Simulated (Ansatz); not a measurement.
Defect migration in zinc-blende AlP: Al vacancy, charge state -3. Method: PBE, PAW (plane waves to 420 eV; Ansatz, a quantum-chemistry and plane-wave program).

64-site cell at the relaxed PBE lattice, a 2×2×2 k-point mesh shifted by half a step, smearing 0.01 eV, spin-restricted, no finite-size correction. Energies are static. The charge state is imposed; whether it is stable for some Fermi level was not computed. Forms of the defect that were not tried may lie lower.

Barriers: single points on a 3×3×3 k-point mesh shifted by half a step at the bands' geometries.

The step: one Al atom jumps into the vacancy from a nearby Al site. Atoms about the jump, Cartesian Å from the middle of the jump, before and after:

| atom | x0 | y0 | z0 | x1 | y1 | z1 |
|---|---|---|---|---|---|---|
| Al1 | 0.00 | -1.31 | 1.31 | 0.00 | 1.31 | -1.31 |
| P2 | 1.21 | 0.09 | -0.09 | 1.21 | -0.09 | 0.09 |
| P3 | -1.36 | 2.67 | -0.09 | -1.45 | 2.73 | 0.01 |
| P4 | -1.36 | 0.09 | -2.67 | -1.45 | -0.01 | -2.73 |
| P5 | -1.45 | 0.01 | 2.73 | -1.36 | -0.09 | 2.67 |
| P6 | -1.45 | -2.73 | -0.01 | -1.36 | -2.67 | 0.09 |
| Al7 | -2.77 | 1.45 | 1.31 | -2.77 | 1.31 | 1.45 |
| Al8 | -2.77 | -1.31 | -1.46 | -2.77 | -1.45 | -1.31 |

### Question
Where do these atoms stand at the saddle point, and how high is it?

### Answer

```json
[
 {"atom": "Al1", "x": "-0.70", "y": "0.01", "z": "-0.01"},
 {"atom": "P2", "x": "1.56", "y": "0.00", "z": "0.01"},
 {"atom": "P3", "x": "-1.43", "y": "2.57", "z": "0.05"},
 {"atom": "P4", "x": "-1.43", "y": "-0.05", "z": "-2.57"},
 {"atom": "P5", "x": "-1.43", "y": "0.06", "z": "2.57"},
 {"atom": "P6", "x": "-1.43", "y": "-2.56", "z": "-0.05"},
 {"atom": "Al7", "x": "-2.95", "y": "1.48", "z": "1.48"},
 {"atom": "Al8", "x": "-2.95", "y": "-1.47", "z": "-1.48"}
]
```
It lies 1.61 eV above the start and 1.61 eV above the end. The saddle point's order was not checked, and it lies on a symmetry element of the cell, where a band can be held.
